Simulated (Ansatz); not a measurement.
## Point defect Sb on the Ga site in zinc-blende GaSb

All values below come from PBE, PAW (plane waves to 420 eV; Ansatz, a program for electronic structure). Details: 64-site cell; 2×2×2 shifted k-points; start: the Ga site; no spin–orbit coupling; the functional closes the host's gap; energies good to tenths of an eV.

Neighbours after relaxation, in Å: of the Sb atom: Sb 2.92, Sb 2.92, Sb 2.92, Sb 2.92.

Formation energies E_f are those of the neutral cell. Chemical conditions: Ga-rich (Δμ(Ga) = 0.00 eV, Δμ(Sb) = -0.32 eV; only phases computed here count, gases as isolated molecules at 0 K); Sb-rich (Δμ(Ga) = -0.32 eV, Δμ(Sb) = 0.00 eV; only phases computed here count, gases as isolated molecules at 0 K). Reference phases: Ga: alpha gallium, Sb: rhombohedral Sb.

```tsv
charge	moment (μB)	largest move off a lattice site (Å)	E_f, Ga-rich (eV)	E_f, Sb-rich (eV)
0	not spin-polarised	0.23	1.74	1.09
```
